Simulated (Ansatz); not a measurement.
# Ansatz run on LiInI4 (P2_1/c, 24 atoms in the cell): self-consistent single point

Method of the run: PBEsol, default PAW files made with PBE (plane waves; Ansatz, a first-principles code).

Input as run:

Ansatz 0.2 input:
```yaml
# LiInI4
crystal:
  lattice:
    - [8.18430800, 0.00000000, 0.00000000]
    - [0.00000000, 7.32870700, 0.00000000]
    - [-0.69383600, 0.00000000, 14.87831600]
  atoms:
    - { symbol: I, position: [0.18474000, 0.84090000, 0.56514000] }
    - { symbol: I, position: [0.81526000, 0.34090000, 0.93486000] }
    - { symbol: I, position: [0.81526000, 0.15910000, 0.43486000] }
    - { symbol: I, position: [0.18474000, 0.65910000, 0.06514000] }
    - { symbol: I, position: [0.42249000, 0.81100000, 0.30023000] }
    - { symbol: I, position: [0.57751000, 0.31100000, 0.19977000] }
    - { symbol: I, position: [0.57751000, 0.18900000, 0.69977000] }
    - { symbol: I, position: [0.42249000, 0.68900000, 0.80023000] }
    - { symbol: I, position: [0.68267000, 0.67090000, 0.56065000] }
    - { symbol: I, position: [0.31733000, 0.17090000, 0.93935000] }
    - { symbol: I, position: [0.31733000, 0.32910000, 0.43935000] }
    - { symbol: I, position: [0.68267000, 0.82910000, 0.06065000] }
    - { symbol: Li, position: [0.85300000, 0.99070000, 0.62760000] }
    - { symbol: Li, position: [0.14700000, 0.49070000, 0.87240000] }
    - { symbol: Li, position: [0.14700000, 0.00930000, 0.37240000] }
    - { symbol: Li, position: [0.85300000, 0.50930000, 0.12760000] }
    - { symbol: I, position: [0.94294000, 0.66800000, 0.31346000] }
    - { symbol: I, position: [0.05706000, 0.16800000, 0.18654000] }
    - { symbol: I, position: [0.05706000, 0.33200000, 0.68654000] }
    - { symbol: I, position: [0.94294000, 0.83200000, 0.81346000] }
    - { symbol: In, position: [0.69834000, 0.82290000, 0.40015000] }
    - { symbol: In, position: [0.30166000, 0.32290000, 0.09985000] }
    - { symbol: In, position: [0.30166000, 0.17710000, 0.59985000] }
    - { symbol: In, position: [0.69834000, 0.67710000, 0.90015000] }
kpoints:
  mp_grid: { grid: [2, 2, 1], shift: [0.5, 0.5, 0.5] }
hamiltonian:
  xc: pbesol
  pseudopotentials: { kind: paw }
scf:
  occupations: { method: cold, width: 0.05 eV }
output:
  forces: true
  eigenvalues: true
  stress: true
```

The program printed (abridged):

```
WARN basis.ecutwfc = 420 eV, the default
WARN ansatz: RAYON_NUM_THREADS=1 ignored (pool sized by the plan → 1); use --threads N
Pseudopotentials: kind: paw
Pseudopotential: I, paw, valence charge 17
Pseudopotential: Li, paw, valence charge 3
Pseudopotential: In, paw, valence charge 13
Crystal: 24 atoms, lattice volume = 892.407 Å³
Basis set: ecut = 420 eV, 17431 PW (Γ), exchange–correlation on 120×100×200 points (8 copies of the dense FFT grid, shifted against one another)
Bands: 202, of which v1, the nominal top of the filled ones, is band 168 counted from 1 (167 counted from 0)
Symmetry: 4 space group operations
Space group: P21/c (ITA 14), of the structure as read, at distance tolerance 9.6e-5 Å
k-points: 1 of 4
PAW frozen core: I, regenerated for the run's functional, and the local potential with it
PAW frozen core: In, regenerated for the run's functional, and the local potential with it
Initial density: superposition of atomic densities (neutral atoms: chi_scale 0, normalization atom), corrected by the library's trained network
Initial wavefunctions: pseudopotential atomic-orbital guess
Eigensolver: davidson
Functional: x = pbesol(κ = 0.804, μ = 0.12345679012345678), c = pbesol(β = 0.046)
SCF iter   1: F=—  HF=-141847.262621 eV  |F-HF|=—  |Δ(HF+E_count)|=         —  Δρ=2.18e-3  dr2=3.95e-2  ethr=1.77e-3  ⟨swp⟩=6.0  Hψ=786  notcnv=0  defer=23
all-band conjugate gradients solve this SCF's bands
preconditioner: auto → Resta (q_TF=auto, 2.318 Å⁻¹)
SCF iter   2: F=—  HF=-141847.244831 eV  |F-HF|=—  |Δ(HF+E_count)|=   1.78e-2  S|Δr|=    0.00e0  Δρ=1.19e-3  dr2=1.03e-2  ethr=1.17e-5  ⟨swp⟩=2.0  Hψ=401  notcnv=0  defer=26
SCF iter   3: F=—  HF=-141847.245170 eV  |F-HF|=—  |Δ(HF+E_count)|=   3.39e-4  S|Δr|=    0.00e0  Δρ=3.27e-4  dr2=1.24e-3  ethr=3.05e-6  ⟨swp⟩=2.0  Hψ=340  notcnv=0  defer=26
SCF iter   4: F=—  HF=-141847.244620 eV  |F-HF|=—  |Δ(HF+E_count)|=   5.50e-4  S|Δr|=    0.00e0  Δρ=1.34e-4  dr2=1.81e-4  ethr=3.69e-7  ⟨swp⟩=2.0  Hψ=336  notcnv=0  defer=26
SCF iter   5: F=—  HF=-141847.244747 eV  |F-HF|=—  |Δ(HF+E_count)|=   1.27e-4  S|Δr|=    0.00e0  Δρ=4.42e-5  dr2=1.69e-5  ethr=5.39e-8  ⟨swp⟩=2.0  Hψ=336  notcnv=0  defer=26
SCF iter   6: F=—  HF=-141847.244429 eV  |F-HF|=—  |Δ(HF+E_count)|=   3.18e-4  S|Δr|=    0.00e0  Δρ=1.18e-5  dr2=1.70e-6  ethr=5.03e-9  ⟨swp⟩=2.0  Hψ=340  notcnv=0  defer=26
SCF iter   7: F=—  HF=-141847.244431 eV  |F-HF|=—  |Δ(HF+E_count)|=   2.02e-6  S|Δr|=    0.00e0  Δρ=3.46e-6  dr2=1.62e-7  ethr=5.05e-10  ⟨swp⟩=2.0  Hψ=336  notcnv=0  defer=26
SCF iter   8: F=-141847.244432 eV  HF=-141847.244432 eV  |F-HF|=1.91e-8  |Δ(HF+E_count)|=   3.55e-7  S|Δr|=    0.00e0  Δρ=1.12e-6  dr2=1.36e-8  ethr=2.98e-11  ⟨swp⟩=18.0  Hψ=1322  notcnv=0
SCF 1 converged in 8 iterations: F = -141847.244432 eV  dr2 = 1.36e-8
SCF converged after 8 iterations
Stability not checked (fill_not_monotonic)
Free energy (F): -141847.244432 eV
Harris-Foulkes:  -141847.244432 eV  (|F-HF|=1.91e-8)
Internal energy: -141847.244432 eV  (E = F + TS)
E sigma→0 (E₀):  -141847.244432 eV
Fermi energy:    5.482584 eV
Step filling:    the computed levels leave a gap of 2.9036 eV = 58.1 smearing widths
--- Per-component energies (eV) ---
  E_band       = -7066.091039
  E_kinetic    = 4090.246917
  E_local      = -40576.587784  (includes V_loc(G=0)·N_el)
  E_nonlocal   = -74.453376
  E_hartree    = 19969.491397
  E_xc         = -2925.528894
  E_vxc        = -2502.329312  (∫ρ·V_xc dr)
  E_paw        = -92207.422837  (= ΣΔE_a)
  E_vpaw       = -7941.958489  (= ΣTr[D̂ρ^β])
  E_aug_tail   = 0.000379  (compensation charges beyond the density's cutoff)
  E_ewald      = -30130.528117
  E_core_change = 7.537883  (= ΣΔE_core)
  E_smearing   = -0.000000  (= −TS)
  E_closure    = -0.000000  (closes the sum)
  Σ components = -141847.244432   (vs F -141847.244432, Δ=0.00e0)
--- Forces (eV/Å), atoms counted from 1 ---
  atom   1  I     -0.25750519    -0.52882672    -0.13032533
  atom   2  I      0.25750519    -0.52882672     0.13032533
  atom   3  I      0.25750519     0.52882672     0.13032533
  atom   4  I     -0.25750519     0.52882672    -0.13032533
  atom   5  I     -0.53213473    -0.01443845    -0.31476936
  atom   6  I      0.53213473    -0.01443845     0.31476936
  atom   7  I      0.53213473     0.01443845     0.31476936
  atom   8  I     -0.53213473     0.01443845    -0.31476936
  atom   9  I     -0.05416061    -0.25904436     0.63672943
  atom  10  I      0.05416061    -0.25904436    -0.63672943
  atom  11  I      0.05416061     0.25904436    -0.63672943
  atom  12  I     -0.05416061     0.25904436     0.63672943
  atom  13  Li     0.01818713    -0.00735576    -0.04284925
  atom  14  Li    -0.01818713    -0.00735576     0.04284925
  atom  15  Li    -0.01818713     0.00735576     0.04284925
  atom  16  Li     0.01818713     0.00735576    -0.04284925
  atom  17  I      0.47893543    -0.23390668    -0.34509779
  atom  18  I     -0.47893543    -0.23390668     0.34509779
  atom  19  I     -0.47893543     0.23390668     0.34509779
  atom  20  I      0.47893543     0.23390668    -0.34509779
  atom  21  In    -0.10305520     0.05070960    -0.07356739
  atom  22  In     0.10305520     0.05070960     0.07356739
  atom  23  In     0.10305520    -0.05070960     0.07356739
  atom  24  In    -0.10305520    -0.05070960    -0.07356739
  max |Σ_I F_I| component: 3.33e-16 eV/Å
--- Stress (GPa, compression-positive) ---
        1.342894       0.000000       0.023435
        0.000000       1.386454       0.000000
        0.023435       0.000000       1.517356
  P = ⅓ Tr σ = 1.4156 GPa (14.156 kbar)
  The stress holds the Pulay correction. Without it, at fixed plane waves, as pw.x and ABINIT print it: P = 1.3929 GPa
--- Band table (eV) ---
  k-point 0: bands = ["-40.6772", "-40.6772", "-40.6772", "-40.6772", "-39.8090", "-39.8090", "-39.8089", "-39.8089", "-39.7711", "-39.7711", "-39.7711", "-39.7711", "-39.7420", "-39.7420", "-39.7420", "-39.7420", "-39.7397", "-39.7397", "-39.7397", [...]
```

The run converged in 8 iterations.

The starting cell comes from a database of published, mostly measured structures (it also holds non-ambient and calculated ones), without a prior relaxation at this level. Its lattice was rescaled by a random factor within 2.5 % of one. Spin-orbit coupling is off. Ansatz's pressure includes its estimate of the finite-basis (Pulay) stress. The shifted mesh does not hold Γ, so a gap read on it misses any band edge there.
